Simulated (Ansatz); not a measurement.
# Mo, response to strain

The reference is Mo in the bcc (W type) structure (space group Im-3m, No. 229; a = 3.151 Å; relaxed with 0.1 eV smearing). Axes: x, y, z lie along the cube axes.

Strains are applied to the cell and any free atomic positions relax.

Computed with Ansatz (a first-principles code), r2SCAN, PAW, cutoff 500 eV, no SOC.

Notes on the quantities. energy relative to the base: free energy F.

```json
[
 {"uniaxial strain ε_zz (%)": "0", "energy relative to the base (meV/atom)": "0.0"},
 {"uniaxial strain ε_zz (%)": "0.5", "energy relative to the base (meV/atom)": "0.6"},
 {"uniaxial strain ε_zz (%)": "1", "energy relative to the base (meV/atom)": "2.3"},
 {"uniaxial strain ε_zz (%)": "1.5", "energy relative to the base (meV/atom)": "5.2"},
 {"uniaxial strain ε_zz (%)": "2", "energy relative to the base (meV/atom)": "?"},
 {"uniaxial strain ε_zz (%)": "2.5", "energy relative to the base (meV/atom)": "14.2"},
 {"uniaxial strain ε_zz (%)": "3", "energy relative to the base (meV/atom)": "20.2"}
]
```

**Question.** Fit ΔE = Aε² + Bε³ (ε in %) to the rows shown and predict the withheld row.

**Answer.** Least squares on the printed values gives A = 2.38 and B = -0.045 meV/atom (largest residual 0.0 meV/atom); this predicts 9.2 meV/atom, and the run gives 9.2 meV/atom, in agreement.

Stability against distortions was not tested. The final runs are not spin-polarised.
